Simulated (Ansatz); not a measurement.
**A computed series for BaRuO3: pressure series**

Start from BaRuO$_{3}$ in the cubic perovskite structure (space group Pm-3m, No. 221; ferromagnetic; a cell from a computed database, its experimental status unchecked).

```
CELL_PARAMETERS angstrom
      3.97438     0.00000     0.00000
      0.00000     3.97438     0.00000
      0.00000     0.00000     3.97438
ATOMIC_POSITIONS crystal
  Ba 0.00000 0.00000 0.00000
  Ru 0.50000 0.50000 0.50000
  O  0.50000 0.50000 0.00000
  O  0.00000 0.50000 0.50000
  O  0.50000 0.00000 0.50000
```

Cell and atoms are relaxed at each pressure.

Calculations: PBEsol (Ansatz, a program for electronic structure), without spin-orbit coupling.

Two rows of this table had their results exchanged by mistake.

```json
[
 {"pressure": "pressure −2 GPa", "volume per atom (Å³)": "12.71", "shortest distance (Å)": "1.995", "band gap": "zero"},
 {"pressure": "pressure −1 GPa", "volume per atom (Å³)": "12.63", "shortest distance (Å)": "1.991", "band gap": "zero"},
 {"pressure": "pressure 0.3 GPa", "volume per atom (Å³)": "12.53", "shortest distance (Å)": "1.986", "band gap": "zero"},
 {"pressure": "pressure 0.7 GPa", "volume per atom (Å³)": "12.08", "shortest distance (Å)": "1.962", "band gap": "zero"},
 {"pressure": "pressure 1.5 GPa", "volume per atom (Å³)": "12.45", "shortest distance (Å)": "1.981", "band gap": "zero"},
 {"pressure": "pressure 3 GPa", "volume per atom (Å³)": "12.35", "shortest distance (Å)": "1.976", "band gap": "zero"},
 {"pressure": "pressure 5 GPa", "volume per atom (Å³)": "12.22", "shortest distance (Å)": "1.969", "band gap": "zero"},
 {"pressure": "pressure 7.5 GPa", "volume per atom (Å³)": "12.50", "shortest distance (Å)": "1.984", "band gap": "zero"},
 {"pressure": "pressure 10 GPa", "volume per atom (Å³)": "11.94", "shortest distance (Å)": "1.954", "band gap": "zero"}
]
```

Problem. Which two?

Solution. The rows for pressure 0.7 GPa and pressure 7.5 GPa: the volume has to fall steadily with pressure, so 12.50 Å³ belongs to pressure 0.7 GPa and 12.08 Å³ to pressure 7.5 GPa.

Other magnetic orders, which the real material may have, were not ruled out. Load acts through the strain it causes; cell and atoms are relaxed under it. No phonon test of stability was made. Competing high-pressure phases were not computed. No Hubbard U is applied, and correlation can decide whether such a compound is a metal. Many cubic perovskites are stable only at high temperature; tilts and polar distortions were not tested.
